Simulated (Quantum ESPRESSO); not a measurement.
Quantum ESPRESSO run on N₂ (Pa-3, 8 atoms in the cell): self-consistent single point.

Method: LDA (PW92), PseudoDojo standard norm-conserving (LDA) pseudopotentials (plane waves; Quantum ESPRESSO).

```xyz
8
Lattice="5.4343 0.0000 0.0000 0.0000 5.4343 0.0000 0.0000 0.0000 5.4343" Properties=species:S:1:pos:R:3 pbc="T T T"
N      0.3119     0.3119     0.3119
N      5.1224     5.1224     5.1224
N      2.4052     5.1224     3.0291
N      3.0291     0.3119     2.4052
N      3.0291     2.4052     5.1224
N      2.4052     3.0291     0.3119
N      5.1224     3.0291     2.4052
N      0.3119     2.4052     3.0291
```

Reference input (self-consistent single point, DFT, LDA (PW92), plane waves, PseudoDojo standard norm-conserving (LDA) pseudopotentials): ecutwfc = 85 Ry; occupations = smearing; smearing = fd; degauss = 0.000734986 Ry; potentials = {N: N.upf}; K_POINTS = automatic 4 4 4 0 0 0; conv_thr = 1e-08 Ry. This run's input differs from it in these lines:

```diff
@@ -13,3 +13,3 @@
   ntyp = 1
-  ecutwfc = 85
+  ecutwfc = 42
   occupations = 'smearing'
```

The program printed (abridged):

```
     Self-consistent Calculation

     iteration #  1     ecut=    42.00 Ry     beta= 0.70

     total energy              =    -164.96874964 Ry
     estimated scf accuracy    <       0.51135900 Ry

     iteration #  2     ecut=    42.00 Ry     beta= 0.70

     total energy              =    -165.03186453 Ry
     estimated scf accuracy    <       0.02102759 Ry

     iteration #  3     ecut=    42.00 Ry     beta= 0.70

     total energy              =    -165.03430863 Ry
     estimated scf accuracy    <       0.00079040 Ry

   [... 2 blocks of this kind left out ...]

     iteration #  6     ecut=    42.00 Ry     beta= 0.70

     total energy              =    -165.03444346 Ry
     estimated scf accuracy    <       0.00000003 Ry

     iteration #  7     ecut=    42.00 Ry     beta= 0.70
     End of self-consistent calculation

     the Fermi energy is    -3.4778 ev

!    total energy              =    -165.03444347 Ry
     estimated scf accuracy    <          1.0E-09 Ry
     smearing contrib. (-TS)   =       0.00000000 Ry
     internal energy E=F+TS    =    -165.03444347 Ry

     convergence has been achieved in   7 iterations

     Forces acting on atoms (cartesian axes, Ry/au):

     atom    1 type  1   force =     0.07873382    0.07873382    0.07873382
     atom    2 type  1   force =    -0.07873382   -0.07873382   -0.07873382
     atom    3 type  1   force =    -0.07873382   -0.07873382    0.07873382
     atom    4 type  1   force =     0.07873382    0.07873382   -0.07873382
     atom    5 type  1   force =     0.07873382   -0.07873382   -0.07873382
   [... lines left out ...]

     Total force =     0.385715     Total SCF correction =     0.000071

          total   stress  (Ry/bohr**3)                   (kbar)     P=     -245.69
  -0.00167014   0.00000000   0.00000000         -245.69        0.00        0.00
   0.00000000  -0.00167014   0.00000000            0.00     -245.69        0.00
   0.00000000   0.00000000  -0.00167014            0.00        0.00     -245.69

   JOB DONE.
```

The run converged in 7 iterations. Against the reference run the free energy rises by 1.00 eV/atom, the pressure goes from 3.23 to -24.57 GPa, the largest force goes from 2.562 to 3.506 eV/Å and the gap on the mesh goes from 7.239 to 7.322 eV.

The starting cell comes from a database of computed structures (which also holds hypothetical and non-ambient phases and stackings), without a prior relaxation at this level. Its lattice was rescaled by a random factor within 2.5 % of one. Forces in this geometry exceed 1 eV/Å. At the lowered cutoff the pressure carries the error of an incomplete plane-wave basis.

Cost on one core of a shared machine: roughly 30 s.
